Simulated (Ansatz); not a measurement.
```
SiC
1.0
    3.07595     0.00000     0.00000
   -1.53798     2.66385     0.00000
    0.00000     0.00000     5.19922
Si C
2 2
Direct
  0.33333   0.66667   0.00084
  0.66667   0.33333   0.50084
  0.33333   0.66667   0.37416
  0.66667   0.33333   0.87416
```

No spin polarisation.

Level of theory: plane-wave PAW DFT at the PBEsol level (Ansatz, a quantum-chemistry and plane-wave program, 420 eV), spin-orbit coupling left out. Γ-centred 12×12×7 mesh, Fermi–Dirac width 0.05 eV.

Problem. What is the computed valence-band top at Γ (three highest levels, from the VBM)?

Solution. 0.00, 0.00, -0.37 eV.

Problem. Estimate the band gap.

Solution. 1.98 eV.

Problem. What is the computed stress (xx, yy, zz, yz, xz, xy; compression positive)?

Solution. (-1.41, -1.41, -15.28, 0.00, 0.00, 0.00) GPa.

The cells carry an imposed strain or load. No phonon test of stability was made. The cell was made from SiC in the wurtzite structure (space group P6_3mc, No. 186) by this change: uniaxial strain ε_zz = +3.00 %.
